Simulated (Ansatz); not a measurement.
Take BP in the zinc blende structure (space group F-43m, No. 216; a = 4.537 Å) as the base. Axes: x, y, z lie along the cube axes.

Level of theory: r2SCAN/PAW in Ansatz (a program for electronic structure), no spin-orbit coupling.

Before the change:

The band gap is 1.41 eV and the pressure comes out as 0.00 GPa.

Now apply this change: uniaxial strain ε_zz = −2.50 %, all other strain components held at zero, atoms relaxed at fixed cell.

**Question.** What does the calculation give for the band gap after the change?

**Answer.** The band gap falls by 0.44 eV to 0.97 eV.

**Question.** What happens to the pressure?

**Answer.** The pressure (mean of the normal stresses, compression positive) goes from zero to 4.48 GPa.

**Question.** How does this affect the hole mass?

**Answer.** The hole mass amounts to 0.34 mₑ along z, 0.22 mₑ across (at Γ).

Effective masses come from finite differences of ±0.01 Å⁻¹. Stability against distortions was not tested.
